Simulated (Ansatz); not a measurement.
Inside the gap of an insulator the Bloch states are evanescent, with a wavenumber k + iκ along the transport direction.

Data:

```yaml
crystal:
  lattice:
    - [2.50565, 0.00000, 0.00000]
    - [0.00000, 6.66270, 0.00000]
    - [1.25282, 0.00000, 2.16995]
  atoms:
    - { symbol: B, position: [0.00000, 0.25000, 0.00000] }
    - { symbol: B, position: [0.00000, 0.75000, 0.00000] }
    - { symbol: N, position: [0.66667, 0.75000, 0.66667] }
    - { symbol: N, position: [0.33333, 0.25000, 0.33333] }
```

The cell was relaxed by PBE-D3(BJ); by r2SCAN it stands under a pressure of -1.3 GPa.

Transport runs along the normal of the first two printed cell vectors, the (100) plane of the conventional cell.

The gap is the functional's own. No spin-orbit coupling. Mid-gap values are those at the computed energy nearest the middle.

Task: Give the band gap and the smallest decay constant κ at mid-gap that r2SCAN run with Ansatz (a quantum-chemistry and plane-wave program) yields.

Result: Gap 4.32 eV on a 14×6×14 mesh; κ = 0.336 1/Å, at (0.000, 0.500) of the in-plane reciprocal vectors. At the zone centre the slowest state has κ = 0.35 1/Å.
